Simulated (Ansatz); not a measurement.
The starting structures come from a database of crystals and need not be the phases stable at ambient conditions.

 Where the default PAW files enter, the runs use the earlier of Ansatz's two default sets.

Inside the gap of an insulator the Bloch states are evanescent, with a wavenumber k + iκ along the transport direction.

Given:

```
CELL_PARAMETERS angstrom
      3.91296     0.00000     0.00000
      0.00000     6.01057     0.00000
      0.00000     0.00000     9.83839
ATOMIC_POSITIONS crystal
  Sr 0.25000 0.39757 0.34048
  Sr 0.75000 0.60243 0.65952
  Sr 0.75000 0.89757 0.15952
  Sr 0.25000 0.10243 0.84048
  H  0.25000 0.62874 0.02647
  H  0.75000 0.37126 0.97353
  H  0.75000 0.12874 0.47353
  H  0.25000 0.87126 0.52647
  H  0.75000 0.81507 0.40793
  H  0.25000 0.18493 0.59207
  H  0.25000 0.31507 0.09207
  H  0.75000 0.68493 0.90793
  O  0.25000 0.87308 0.62481
  O  0.75000 0.12692 0.37519
  O  0.75000 0.37308 0.87519
  O  0.25000 0.62692 0.12481
  O  0.75000 0.65427 0.39365
  O  0.25000 0.34573 0.60635
  O  0.25000 0.15427 0.10635
  O  0.75000 0.84573 0.89365
```

Space group of this cell: Pnma. The cell is taken as given.

Transport runs along the normal of the first two printed cell vectors.

The gap is the functional's own. No spin-orbit coupling. Mid-gap values are interpolated on the energy grid.

Q: Compute, with r2SCAN (Ansatz, a first-principles code), the band gap and the smallest decay constant κ at mid-gap.

A: Gap 4.80 eV on a 8×6×4 mesh; κ = 0.420 1/Å, at the zone centre.
